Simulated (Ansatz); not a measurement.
Functionals compared on Br on the 1x1 (0001) surface of hcp Ru, one in a 2x2 cell, started at the site 'hollow Ru-Ru-Ru over Ru at depth 2.1 Å', in Ansatz (plane waves, PAW). The structure was relaxed with PBE; the other rows are single points on it, each with its references at the same level. Cutoff 420 eV (500 eV for r2SCAN).

Slab: 17 atoms, 6.3 Å thick at the start under the adsorbate (thin: gaps and levels are the slab's own); k 6x6x1, smearing 0.1 eV, dipole-corrected; 8 atoms held, the rest relaxed; start symmetry kept, larger cells not searched; no spin, no spin-orbit, no U, no dispersion correction. At the end it is bonded to 3 Ru. In PBE it is, or lies within 0.03 eV of, the lowest of the starts that converged. These notes are the PBE run's. Adsorption energies are against ½ Br2(g). A negative adsorption energy means that the adsorbate is more stable on the surface than in its reference.

```csv
functional,adsorption energy (eV),work function of the top face (eV),change of the work function (eV),rough cost of the single point
PBE,-2.22,4.50,-0.50,–
RPBE,-1.95,4.40,-0.42,very roughly 80 core-seconds
r2SCAN,…,…,…,very roughly 3 core-minutes
```

**Question.** What belongs in the gaps?

**Answer.** 
- r2SCAN, adsorption energy (eV): -2.55
- r2SCAN, work function of the top face (eV): 4.61
- r2SCAN, change of the work function (eV): -0.39

Ansatz is an electronic-structure program.
